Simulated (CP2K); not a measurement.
Worked example: self-consistent single point of LaAu (Cmcm, 4 atoms in the cell) in CP2K

Computed with PBEsol, GPW, DZVP-MOLOPT-SR-GTH basis, GTH-PBE potentials (GTH_POTENTIALS) (CP2K).

The input file:

```
&GLOBAL
  PROJECT laau
  RUN_TYPE ENERGY_FORCE
  PRINT_LEVEL LOW
&END GLOBAL
&FORCE_EVAL
  METHOD Quickstep
  STRESS_TENSOR ANALYTICAL
  &DFT
    BASIS_SET_FILE_NAME BASIS_MOLOPT
    BASIS_SET_FILE_NAME BASIS_MOLOPT_UCL
    POTENTIAL_FILE_NAME GTH_POTENTIALS
    &QS
      METHOD GPW
      EPS_DEFAULT 1E-10
    &END QS
    &MGRID
      CUTOFF 500
      REL_CUTOFF 40
      NGRIDS 5
    &END MGRID
    &SCF
      SCF_GUESS ATOMIC
      EPS_SCF 1E-7
      MAX_SCF 100
      ADDED_MOS 8
      &DIAGONALIZATION
        ALGORITHM STANDARD
      &END DIAGONALIZATION
      &MIXING
        METHOD BROYDEN_MIXING
        ALPHA 0.3
        NBUFFER 10
        BETA 1
      &END MIXING
      &SMEAR ON
        METHOD FERMI_DIRAC
        ELECTRONIC_TEMPERATURE [K] 1160.45
      &END SMEAR
    &END SCF
    &KPOINTS
      SCHEME MONKHORST-PACK 6 6 5
      GAMMA_CENTERED T
    &END KPOINTS
    &XC
      &XC_FUNCTIONAL
        &PBE
          PARAMETRIZATION PBESOL
        &END PBE
      &END XC_FUNCTIONAL
    &END XC
    &PRINT
      &MO
        EIGENVALUES T
        OCCUPATION_NUMBERS T
        NDIGITS 8
        FILENAME mo
        &EACH
          QS_SCF 0
        &END EACH
        ADD_LAST NUMERIC
      &END MO
      &MULLIKEN OFF
      &END MULLIKEN
    &END PRINT
  &END DFT
  &SUBSYS
    &CELL
      A 6.04256400 0.00000000 0.00000000
      B -4.75467700 3.72902400 0.00000000
      C 0.00000000 0.00000000 4.73582500
      PERIODIC XYZ
    &END CELL
    &COORD
      La       4.58472052     0.50349282     3.55186875
      La      -3.29683352     3.22553118     1.18395625
      Au       1.58330347     1.54008691     3.55186875
      Au      -0.29541647     2.18893709     1.18395625
    &END COORD
    &KIND La
      BASIS_SET DZVP-MOLOPT-SR-GTH-q11
      POTENTIAL GTH-PBE-q11
    &END KIND
    &KIND Au
      BASIS_SET DZVP-MOLOPT-SR-GTH-q11
      POTENTIAL GTH-PBE-q11
    &END KIND
  &END SUBSYS
  &PRINT
    &FORCES ON
    &END FORCES
    &STRESS_TENSOR ON
    &END STRESS_TENSOR
  &END PRINT
&END FORCE_EVAL
```

The program printed (abridged):

```
 GLOBAL| Method name                                                        CP2K
 GLOBAL| Project name                                                       laau
 GLOBAL| Run type                                                   ENERGY_FORCE

 TOTAL NUMBERS AND MAXIMUM NUMBERS

  Total number of            - Atomic kinds:                                   2
                             - Atoms:                                          4
                             - Shell sets:                                     4
                             - Shells:                                        30
                             - Primitive Cartesian functions:                 24
                             - Cartesian basis functions:                    122
                             - Spherical basis functions:                    102

  Maximum angular momentum of- Orbital basis functions:                        3
                             - Local part of the GTH pseudopotential:          2
                             - Non-local part of the GTH pseudopotential:      4

 SCF PARAMETERS         Density guess:                                    ATOMIC
                        max_scf:                                             100
                        max_diis:                                              4
                        eps_scf:                                        1.00E-07
                        eps_diis:                                       1.00E-01
                        eps_eigval:                                     1.00E-05
                        level_shift [a.u.]:                             0.000000
                        added MOs                                         8    0
                        Mixing method:                            BROYDEN_MIXING
                                                charge density mixing in g-space
                        Smear method:                                FERMI_DIRAC
                        Electronic temperature [K]:                       1160.5
                        Electronic temperature [a.u.]:                  3.67E-03
                        Accuracy threshold:                             1.00E-10
                        No outer SCF

 Extrapolation method: initial_guess

 Number of electrons:                                                         44
 Number of occupied orbitals:                                                 22
 Number of molecular orbitals:                                                30

 Number of orbital functions:                                                102
 Number of independent orbital functions:                                    102

 SCF WAVEFUNCTION OPTIMIZATION

  Step     Update method      Time    Convergence         Total energy    Change
     1 NoMix/Diag. 0.30E+00      -     1.13689771      -130.2350457698 -1.30E+02
     2 Broy./Diag. 0.30E+00      -     0.13593214      -133.4879963049 -3.25E+00
     3 Broy./Diag. 0.30E+00      -     0.07341138      -131.1081401675  2.38E+00
     4 Broy./Diag. 0.30E+00      -     0.03769474      -129.9580071156  1.15E+00
     5 Broy./Diag. 0.30E+00      -     0.00724320      -129.6081645858  3.50E-01
     6 Broy./Diag. 0.30E+00      -     0.00434345      -129.7148685339 -1.07E-01
     7 Broy./Diag. 0.30E+00      -     0.00138054      -129.7684731890 -5.36E-02
   [... 3 lines left out ...]
    11 Broy./Diag. 0.30E+00      -     0.00001886      -129.7650130455 -1.83E-04
    12 Broy./Diag. 0.30E+00      -     0.00000187      -129.7647746755  2.38E-04
    13 Broy./Diag. 0.30E+00      -     0.00000266      -129.7647374622  3.72E-05
    14 Broy./Diag. 0.30E+00      -     0.00000017      -129.7647401810 -2.72E-06
    15 Broy./Diag. 0.30E+00      -     0.00000010      -129.7647394702  7.11E-07

  *** SCF run converged in    15 steps ***

  Electronic density on regular grids:        -43.9999999985        0.0000000015
  Core density on regular grids:               43.9999999937       -0.0000000063
  Total charge density on r-space grids:       -0.0000000049
  Total charge density g-space grids:          -0.0000000049

  Overlap energy of the core charge distribution:               0.00000000012680
  Self energy of the core charge distribution:               -243.30843358288720
  Core Hamiltonian energy:                                     61.45873350269119
  Hartree energy:                                              71.11606622159118
  Exchange-correlation energy:                                -19.02772782168636
  Electronic entropic energy:                                  -0.00337779032703
  Fermi energy:                                                 0.36514213610468

  Total energy:                                              -129.76473947024547
  Total energy (extrapolated to T->0):                       -129.76305057508196

 ENERGY| Total FORCE_EVAL ( QS ) energy [hartree]           -129.764740021328919

 FORCES| Atomic forces [hartree/bohr]
 FORCES|   Atom     x               y               z               |f|
 FORCES|      1 -3.19551724E-03  1.10369153E-03 -6.40972818E-10   3.38074924E-03
 FORCES|      2  3.19539151E-03 -1.10368242E-03  6.41004588E-10   3.38062742E-03
 FORCES|      3  6.30901688E-05 -2.18052483E-05 -9.04888884E-11   6.67520655E-05
 FORCES|      4 -6.29644507E-05  2.17961315E-05  9.04765802E-11   6.66302739E-05
 FORCES| Sum    -1.35319742E-11 -1.35468373E-12  1.94618173E-14
 FORCES| Total atomic force                                       1.35996276E-11

 STRESS| Analytical stress tensor [bar]
 STRESS|                        x                   y                   z
 STRESS|      x        1.92481773216E+04   4.93254528596E+02   1.34038457017E-04
 STRESS|      y        4.93254528596E+02   2.05061657804E+04  -4.74701462477E-05
 STRESS|      z        1.34038457017E-04  -4.74701462477E-05   2.53172087433E+04
 STRESS| 1/3 Trace                                             2.16905172817E+04
```

The run converged in 15 iterations.

The starting cell comes from a database of computed structures (which also holds hypothetical and non-ambient phases and stackings), without a prior relaxation at this level. Its lattice was rescaled by a random factor within 2.5 % of one. Values carry the incompleteness of an atom-centred basis. The potentials were made for another functional than the one used.

Cost on one core of a shared machine: roughly 4 min.
